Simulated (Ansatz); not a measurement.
**Pressure series in SnSe2**

Consider SnSe$_{2}$ in the CdI2 type structure (space group P-3m1, No. 164; a = 3.826 Å, c = 6.231 Å; layered, stacked along the Cartesian z axis).

Cell and atoms are relaxed at each pressure.

Method: Ansatz (a program for electronic structure) r2SCAN+rVV10, no SOC.

Notes on the quantities. enthalpy: H = E + PV relative to the base's energy.

```json
[
 {"variant": "base", "band gap": "0.94 eV", "enthalpy": "–", "density": "5.82 g/cm³"},
 {"variant": "pressure −1 GPa", "band gap": "…", "enthalpy": "-0.17 eV/atom", "density": "5.49 g/cm³"},
 {"variant": "pressure 0.9 GPa", "band gap": "0.83 eV", "enthalpy": "+0.15 eV/atom", "density": "…"},
 {"variant": "pressure 2.1 GPa", "band gap": "…", "enthalpy": "+0.33 eV/atom", "density": "6.18 g/cm³"},
 {"variant": "pressure 4.5 GPa", "band gap": "0.49 eV", "enthalpy": "+0.70 eV/atom", "density": "6.47 g/cm³"},
 {"variant": "pressure 9 GPa", "band gap": "0.24 eV", "enthalpy": "+1.34 eV/atom", "density": "6.88 g/cm³"},
 {"variant": "pressure 15 GPa", "band gap": "zero", "enthalpy": "+2.15 eV/atom", "density": "7.32 g/cm³"},
 {"variant": "pressure 22.5 GPa", "band gap": "zero", "enthalpy": "+3.10 eV/atom", "density": "7.75 g/cm³"},
 {"variant": "pressure 30 GPa", "band gap": "zero", "enthalpy": "+4.00 eV/atom", "density": "8.12 g/cm³"}
]
```

Question: What belongs in the blanks?

Answer: 
- pressure −1 GPa, band gap: 1.00 eV
- pressure 0.9 GPa, density: 6.00 g/cm³
- pressure 2.1 GPa, band gap: 0.69 eV

A case with no gap was solved on a k-mesh chosen for an insulator, which is coarse for it. Load acts through the strain it causes; cell and atoms are relaxed under it. Whether these cells are dynamically stable was not tested. No other phases were tried under pressure. All final runs are without spin polarisation. A zero or small gap of SnSe2 under pressure 9 GPa, SnSe2 under pressure 15 GPa and SnSe2 under pressure 22.5 GPa can be the functional's error rather than a property of the material.
